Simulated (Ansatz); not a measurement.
The parent structure is BN in the zinc blende structure (space group F-43m, No. 216; a = 3.624 Å).

The values are results of PBE (Ansatz, a first-principles code; PAW; 420 eV plane waves; no SOC), earlier PAW set, not measurements.

One thing is altered: Al takes the place of B on all its sites, then cell and atoms are relaxed.

Measured band gap: BN 6.2 eV (room temperature; as listed in arXiv:1206.3780); AlN 5.34 eV (temperature not stated; as listed in Daiki Deguchi et al., Japanese Journal of Applied Physics (2016)).

### Question
How well does PBE reproduce the measured shift?

### Answer
With PBE the band gap moves by -1.15 eV (4.46 → 3.31) against -0.86 eV measured.

Gaps are Kohn–Sham eigenvalue differences; semilocal functionals usually give less than the measured gap. No phonon test of stability was made. This is not the structure that AlN has at room temperature and ambient pressure.
